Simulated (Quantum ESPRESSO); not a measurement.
# How a calculation on Nb3B4 (Immm, 7 atoms in the cell) responds to its settings

```yaml
crystal:
  lattice:
    - [1.54071, 1.61958, 6.91196]
    - [-1.54071, 1.61958, 6.91196]
    - [-1.54071, -1.61958, 6.91196]
  atoms:
    - { symbol: Nb, position: [0.68476, 0.50000, 0.18476] }
    - { symbol: Nb, position: [0.31524, 0.50000, 0.81524] }
    - { symbol: Nb, position: [0.00000, 0.00000, 0.00000] }
    - { symbol: B, position: [0.43557, 0.00000, 0.43557] }
    - { symbol: B, position: [0.56443, 0.00000, 0.56443] }
    - { symbol: B, position: [0.86766, 0.50000, 0.36766] }
    - { symbol: B, position: [0.13234, 0.50000, 0.63234] }
```

Base run A: Quantum ESPRESSO with LDA (PZ), GBRV 1.5 ultrasoft (LDA) pseudopotentials, self-consistent single point.

Its settings: ecutwfc = 40 Ry; ecutrho = 320 Ry; occupations = smearing; smearing = cold; degauss = 0.019992 Ry; potentials = {Nb: nb_lda_v1.uspp.F.UPF, B: b_lda_v1.4.uspp.F.UPF}; K_POINTS = automatic 8 8 8 0 0 0; conv_thr = 1e-09 Ry; mixing_beta = 0.7.

The starting cell comes from a database of computed structures (which also holds hypothetical and non-ambient phases and stackings), without a prior relaxation at this level. Its lattice was rescaled by a random factor within 2.5 % of one. Spin polarisation is off. In the base run, with a pressure of about 9 GPa the cell is away from its equilibrium volume at this level.

ΔF is the free energy per atom less that of run A. 

Run A gave: pressure (GPa) 8.53; largest force (eV/Å) 0.279; TS (meV/atom) 2.0.

Runs:
- B: smearing, degauss = gauss, 0.0036749 Ry
- C: smearing, degauss = gauss, 0.0147 Ry
- D: smearing, degauss = fd, 0.0147 Ry
- E: smearing, degauss = fd, 0.02205 Ry
- F: smearing, degauss = mp, 0.0073499 Ry
- G: smearing, degauss = mp, 0.0147 Ry

What does run D change against A?

The free energy falls by 18.3 meV/atom, the pressure goes from 8.53 to 8.83 GPa and the largest force moves little (0.279 to 0.274 eV/Å).

What does run C change against A?

The free energy falls by 2.5 meV/atom, the pressure hardly changes (8.53 to 8.57 GPa) and the largest force hardly changes (0.279 to 0.277 eV/Å).

| run | ΔF (meV/atom) | pressure (GPa) | largest force (eV/Å) | TS (meV/atom) |
|---|---|---|---|---|
| A | 0.00 | 8.53 | 0.279 | 2.0 |
| B | 0.88 | 8.52 | 0.269 | 0.5 |
| C | -2.5 | 8.57 | 0.277 | 6.5 |
| D | -18.3 | 8.83 | 0.274 | 36.2 |
| E | -40.8 | 9.23 | 0.253 | 80.8 |
| F | 1.10 | 8.52 | 0.272 | 0.2 |
| G | 0.76 | 8.53 | 0.273 | 0.9 |
